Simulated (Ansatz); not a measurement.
Take Ga$_{2}$O$_{3}$ (space group C2/m, No. 12) as the base.

```yaml
crystal:
  lattice:
    - [6.12734, -1.51944, 0.00000]
    - [6.12734, 1.51944, 0.00000]
    - [-1.38595, 0.00000, 5.64003]
  atoms:
    - { symbol: Ga, position: [0.09051, 0.09051, 0.79479] }
    - { symbol: Ga, position: [0.90949, 0.90949, 0.20521] }
    - { symbol: Ga, position: [0.65871, 0.65871, 0.31446] }
    - { symbol: Ga, position: [0.34129, 0.34129, 0.68554] }
    - { symbol: O, position: [0.16418, 0.16418, 0.10912] }
    - { symbol: O, position: [0.83582, 0.83582, 0.89088] }
    - { symbol: O, position: [0.17333, 0.17333, 0.56353] }
    - { symbol: O, position: [0.82667, 0.82667, 0.43647] }
    - { symbol: O, position: [0.49625, 0.49625, 0.25623] }
    - { symbol: O, position: [0.50375, 0.50375, 0.74377] }
```

The values are results of Ansatz (an electronic-structure program) r2SCAN, spin-orbit coupling left out, earlier PAW set, not measurements.

One change was made to it. Results:

```csv
quantity,base,after
volume per atom,10.50 Å³,9.76 Å³
smallest direct gap,3.07 eV,3.67 eV
band gap,3.03 eV,3.65 eV
```

Which of these changes matches the shifts?
A) pressure −2 GPa
B) pressure 30 GPa
C) pressure 15 GPa
D) pressure 4.5 GPa

C, pressure 15 GPa. For comparison, the band gap in the other runs: pressure −2 GPa gives 2.94 eV; pressure 4.5 GPa gives 3.23 eV; pressure 30 GPa gives 4.10 eV.

Load acts through the strain it causes; cell and atoms are relaxed under it. No phonon test of stability was made. Competing high-pressure phases were not computed.
